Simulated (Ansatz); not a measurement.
The reference is ZrSi₂ (space group Cmcm, No. 63; a = 3.705 Å, b = 14.795 Å, c = 3.679 Å).

All numbers come from Ansatz (a program for electronic structure) PBE, without spin-orbit coupling, earlier PAW set.

Base values:

- Shortest interatomic distance = 2.420 Å

One thing is altered: hydrostatic tension (pressure −2 GPa).

Problem. What happens to the shortest interatomic distance?

Solution. The shortest interatomic distance grows by 0.007 Å (2.420 Å → 2.427 Å).

Load acts through the strain it causes; cell and atoms are relaxed under it. Stability against distortions was not tested. All final runs are without spin polarisation.
